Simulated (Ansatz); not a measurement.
The reference is PbSe in the rock salt structure (space group Fm-3m, No. 225; a = 6.041 Å).

Structures relaxed with DFT with LDA, PAW potentials and a 420 eV plane-wave cutoff in Ansatz (a program for electronic structure), spin-orbit coupling left out.

Base:

Simulated powder pattern, Mo Kα, λ = 0.71073 Å (kinematic, ideal powder, no thermal factors, no anomalous dispersion; the 10 strongest lines at most, above 2 %, up to 2θ = 40°):

| 2θ (°) | I/Imax (%) | hkl |
|---|---|---|
| 11.70 | 35 | (111) |
| 13.51 | 100 | (200) |
| 19.16 | 82 | (220) |
| 22.50 | 22 | (311) |
| 23.52 | 31 | (222) |
| 27.22 | 15 | (400) |
| 29.72 | 9.9 | (331) |
| 30.51 | 44 | (420) |
| 33.50 | 33 | (422) |
| 38.87 | 10 | (440) |

Modification: a negative pressure, −1 GPa.

Where do the lines fall after the change?


Simulated powder pattern, Mo Kα, λ = 0.71073 Å (kinematic, ideal powder, no thermal factors, no anomalous dispersion; the 10 strongest lines at most, above 2 %, up to 2θ = 40°):

```tsv
2θ (°)	d (Å)	I/Imax (%)	hkl
11.62	3.509	35	(111)
13.43	3.039	100	(200)
19.04	2.149	82	(220)
22.36	1.833	22	(311)
23.37	1.754	31	(222)
27.05	1.519	16	(400)
29.53	1.394	10.0	(331)
30.32	1.359	44	(420)
33.29	1.241	33	(422)
38.63	1.074	10	(440)
```

The indices refer to the base's conventional cell; one index is shown for lines that coincide.

Load acts through the strain it causes; cell and atoms are relaxed under it. No phonon test of stability was made. The final runs are not spin-polarised.
